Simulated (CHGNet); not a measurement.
**CsCl-type CoGa**

Method: the machine-learned potential CHGNet-r²SCAN (trained on r²SCAN data).

Cell: relaxed at this level.

| Property | Value |
|---|---|
| lattice constant a | 2.845 Å |
| volume per atom | 11.52 Å³/atom |

Measured, for comparison: lattice constant a 2.878 Å (temperature not stated, copied from a table, unchecked, not corrected to a static lattice; as tabulated in Monatshefte fuer Chemie und verwandte Teile anderer Wissenschaften 123, 509 (1992)). Computed (rounded) less measured: lattice constant a not scored (unchecked). A static lattice is as a rule a little smaller and stiffer than an uncorrected measurement, which narrows the difference in the lattice constant a and would widen misses of the other sign.

A machine-learned potential is trained on density-functional data: it inherits that level's misses and adds fitting errors of its own.

Note: the model gives imaginary modes for this phase (in the spectrum interpolated from a supercell).
